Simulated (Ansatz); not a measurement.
Ca: x(Sc) = 0.5, 4 atoms, Pmmn

Take Ca in the fcc (Cu type) structure (space group Fm-3m, No. 225; a = 5.5685 Å) as the base.

The other end (x = 1) is Sc in the fcc (Cu type) structure (space group Fm-3m, No. 225; a model cell): 25.11 Å³/atom, gap zero; this end may not be an ambient phase.

Perturbation: Sc replaces 50.0 % of the Ca, ordered in a cell of 4 atoms (starting symmetry Pmmn) and fully relaxed.

Method: r2SCAN (Ansatz, a quantum-chemistry and plane-wave program; PAW; 500 eV plane waves; no spin-orbit coupling). Settings: 13×13×5 k-points, 0.05 eV Fermi–Dirac smearing, for the changed cell.

| quantity | base | changed | shift |
|---|---|---|---|
| density | 1.54 g/cm³ | 2.15 g/cm³ | +0.61 g/cm³ |
| shortest interatomic distance | 3.937 Å | 3.119 Å | -0.818 Å |
| band gap | zero | zero | – |
| mixing energy (to 0.01 eV only: unlike meshes or grids) | – | +0.10 eV/atom | – |
| deviation of the volume from the linear (Vegard-type) interpolation | – | -3.9 % | – |

Final structure:

```
CaSc
1.0
    3.72716     0.00000     0.00000
    0.00000     3.72988     0.00000
    0.00000     0.00000     9.43808
Ca Sc
2 2
Direct
  0.50000   0.50000   0.34238
  0.00000   0.00000   0.65762
  0.50000   0.50000   0.91168
  0.00000   0.00000   0.08832
```

Cost of the whole job for the changed cell (relaxation, final SCF and bands): roughly 12 core-minutes.

Each cell is one ordered arrangement of few atoms, which overstates ordering effects compared with a random alloy. No phonon test of stability was made. All final runs are without spin polarisation. CaSc has a high density of states at the Fermi level and may be magnetic at this level. Under x(Sc) = 0.5, 4 atoms, Pmmn the cell changed shape so far that it is another structure. This is not the structure that Sc has at room temperature and ambient pressure.
